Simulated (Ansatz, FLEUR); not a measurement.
An Ansatz (a quantum-chemistry and plane-wave program) input for a self-consistent single point of Nb3Au2 (I4/mmm, 5 atoms in the cell) (DFT, PBEsol, plane waves, default PAW files made with PBE):

Ansatz 0.2 input:
```yaml
crystal:
  lattice:
    - [-1.707805, 1.707805, 7.660900]
    - [1.707805, -1.707805, 7.660900]
    - [1.707805, 1.707805, -7.660900]
  atoms:
    - { symbol: Nb, position: [0.000000, 0.000000, 0.000000] }
    - { symbol: Nb, position: [0.399240, 0.399240, 0.000000] }
    - { symbol: Nb, position: [0.600760, 0.600760, 0.000000] }
    - { symbol: Au, position: [0.199770, 0.199770, 0.000000] }
    - { symbol: Au, position: [0.800230, 0.800230, 0.000000] }
basis:
  ecutwfc: 420.0
kpoints:
  mp_grid:
    grid: [7, 7, 7]
hamiltonian:
  xc: pbesol
  pseudopotentials:
    kind: paw
scf:
  occupations:
    method: gaussian
    width: 0.2
output:
  forces: true
  eigenvalues: true
  stress: true
```

Task: Write the same calculation as an input for FLEUR.

Result: One input that does it (others would too):

Input of the input generator:

```
Nb3Au2 FLAPW
&input film=f /
-3.2272837243 3.2272837243 14.4770028681
3.2272837243 -3.2272837243 14.4770028681
3.2272837243 3.2272837243 -14.4770028681
1.0
1.0 1.0 1.0

5
41 0.0000000000 0.0000000000 0.0000000000
41 0.3992400000 0.3992400000 0.0000000000
41 0.6007600000 0.6007600000 0.0000000000
79 0.1997700000 0.1997700000 0.0000000000
79 0.8002300000 0.8002300000 0.0000000000

&comp jspins=1 /
&exco xctyp='PBEs' /
&kpt div1=7 div2=7 div3=7 /
&end /
```

```xml
<?xml version="1.0" encoding="UTF-8" standalone="no"?>
<fleurInput fleurInputVersion="0.39">
   <comment>
      Nb3Au2 FLAPW                                                                                        
   </comment>
   <calculationSetup>
      <cutoffs Kmax="4.0" Gmax="12.0" GmaxXC="12.0" numbands="0"/>
      <scfLoop itmax="80" minDistance="0.00001" maxIterBroyd="15" imix="Anderson" alpha="0.05" precondParam="0.0" spinf="2.0"/>
      <coreElectrons ctail="T" frcor="F" kcrel="0" coretail_lmax="0"/>
      <xcFunctional name="PBEs" relativisticCorrections="F"/>
      <magnetism jspins="1"/>
      <soc l_soc="F" theta="0.0" phi="0.0" spav="F"/>
      <expertModes spex="0" secvar="F"/>
      <geometryOptimization l_f="T" forcealpha="1.0" forcemix="BFGS" epsdisp="0.00001" epsforce="0.00001"/>
      <ldaU l_linMix="F" mixParam="0.05" spinf="1.0"/>
   </calculationSetup>
   <cell>
      <bzIntegration valenceElectrons="73.0" mode="gauss" fermiSmearingEnergy="0.00734986">
         <kPointListSelection listName="default-1"/>
         <!-- k-points included here -->
         <xi:include xmlns:xi="http://www.w3.org/2001/XInclude" href="kpts.xml"> </xi:include>
      </bzIntegration>
      <!-- symmetry operations included here -->
      <xi:include xmlns:xi="http://www.w3.org/2001/XInclude" href="sym.xml"> </xi:include>
      <bulkLattice scale="1.0">
         <bravaisMatrix>
            <row-1>   -3.2272837242999999     3.2272837242999999    14.4770028680999996</row-1>
            <row-2>    3.2272837242999999    -3.2272837242999999    14.4770028680999996</row-2>
            <row-3>    3.2272837242999999     3.2272837242999999   -14.4770028680999996</row-3>
         </bravaisMatrix>
      </bulkLattice>
   </cell>
   <atomSpecies>
      <species name="Niobium (Nb)" element="Nb" atomicNumber="41">
         <mtSphere radius="2.52" gridPoints="869" logIncrement="0.015"/>
         <atomicCutoffs lmax="10" lnonsphr="8"/>
         <electronConfig flipSpins="F">
            <coreConfig>(1s1/2) (2s1/2) (2p1/2) (2p3/2) (3s1/2) (3p1/2) (3p3/2) (3d3/2) (3d5/2)</coreConfig>
            <valenceConfig>(4s1/2) (4p1/2) (4p3/2) (5s1/2) (4d3/2) (4d5/2)</valenceConfig>
            <stateOccupation state="(5s1/2)" spinUp="0.5" spinDown="0.5"/>
            <stateOccupation state="(4d3/2)" spinUp="0.8" spinDown="0.8"/>
            <stateOccupation state="(4d5/2)" spinUp="1.2" spinDown="1.2"/>
         </electronConfig>
         <energyParameters s="5" p="5" d="4" f="4"/>
         <lo type="SCLO" l="0" n="4" eDeriv="0"/>
         <lo type="SCLO" l="1" n="4" eDeriv="0"/>
      </species>
      <species name="Gold (Au)" element="Au" atomicNumber="79">
         <mtSphere radius="2.52" gridPoints="869" logIncrement="0.015"/>
         <atomicCutoffs lmax="10" lnonsphr="8"/>
         <electronConfig flipSpins="F">
            <coreConfig>(1s1/2) (2s1/2) (2p1/2) (2p3/2) (3s1/2) (3p1/2) (3p3/2) (4s1/2) (3d3/2) (3d5/2) (4p1/2) (4p3/2) (5s1/2) (4d3/2) (4d5/2) (4f5/2) (4f7/2)</coreConfig>
            <valenceConfig>(5p1/2) (5p3/2) (6s1/2) (5d3/2) (5d5/2)</valenceConfig>
            <stateOccupation state="(6s1/2)" spinUp="0.5" spinDown="0.5"/>
         </electronConfig>
         <energyParameters s="6" p="6" d="5" f="5"/>
         <lo type="SCLO" l="1" n="5" eDeriv="0"/>
         <lo type="HELO" l="2" n="6" eDeriv="0"/>
      </species>
   </atomSpecies>
   <atomGroups>
      <atomGroup species="Niobium (Nb)">
         <relPos label="                   1">.0000000000 .0000000000 .0000000000</relPos>
         <force calculate="T" relaxXYZ="TTT"/>
      </atomGroup>
      <atomGroup species="Niobium (Nb)">
         <relPos label="                   2">.3992400000 .3992400000 .0000000000</relPos>
         <relPos label="                   3">-.3992400000 -.3992400000 .0000000000</relPos>
         <force calculate="T" relaxXYZ="TTT"/>
      </atomGroup>
      <atomGroup species="Gold (Au)">
         <relPos label="                   4">.1997700000 .1997700000 .0000000000</relPos>
         <relPos label="                   5">-.1997700000 -.1997700000 .0000000000</relPos>
         <force calculate="T" relaxXYZ="TTT"/>
      </atomGroup>
   </atomGroups>
   <output dos="F" band="F" slice="F">
      <checks vchk="F" cdinf="F"/>
      <bandDOS minEnergy="-.5*Htr" maxEnergy="0.5*Htr" sigma="0.015" storeEVData="T"/>
      <vacuumDOS vacdos="F" integ="F" star="F" nstars="0" locx1="0.0" locy1="0.0" locx2="0.0" locy2="0.0" nstm="0" tworkf="0.0"/>
      <unfoldingBand unfoldBand="F" supercellX="1" supercellY="1" supercellZ="1"/>
      <plotting iplot="0" polar="F">
         <plot TwoD="T" vec1="  1.0  0.0  0.0" vec2="  0.0  1.0  0.0" vec3="  0.0  0.0  1.0" zero="  0.0  0.0  0.0" file="plot"/>
      </plotting>
      <chargeDensitySlicing numkpt="0" minEigenval="0.0" maxEigenval="0.0" nnne="0" pallst="F"/>
      <specialOutput eonly="F"/>
      <magneticCircularDichroism mcd="F" energyLo="-10.0" energyUp="0.0"/>
   </output>
  <!-- We include the file relax.xml here to enable relaxations (see documentation) -->
  <xi:include xmlns:xi="http://www.w3.org/2001/XInclude" href="relax.xml"> <xi:fallback/> </xi:include>
</fleurInput>
```

Basis settings and potentials, where a program has them, do not carry over. This input uses DFT, PBEsol, all-electron FLAPW (FLEUR), scalar-relativistic valence.

The starting cell comes from a database of computed structures (which also holds hypothetical and non-ambient phases and stackings), without a prior relaxation at this level.
